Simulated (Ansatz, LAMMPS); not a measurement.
InP (model structure, from the NiAs type, P6₃/mmc, No. 194): properties by level of theory

```tsv
level (code)	lattice constant a (Å)	lattice parameter c (Å)
SNAP InP_JCPA2020.snap (LAMMPS)	3.826	6.252
PBEsol (Ansatz)	3.815	6.555
PBE-D3(BJ) (Ansatz)	3.822	6.565
r²SCAN (Ansatz)	3.855	6.552
r²SCAN+rVV10 (Ansatz)	3.838	6.536
```

Ansatz's density-functional and Hartree–Fock values are scalar-relativistic unless marked +SOC, with PAW data made under PBE.

Static lattice: no zero-point or thermal effects.

A model structure was made by putting elements into a prototype or built by hand; it is no filed structure, need not be a known phase, and can be a saddle point held by its symmetry.

Ansatz is a program for electronic structure.
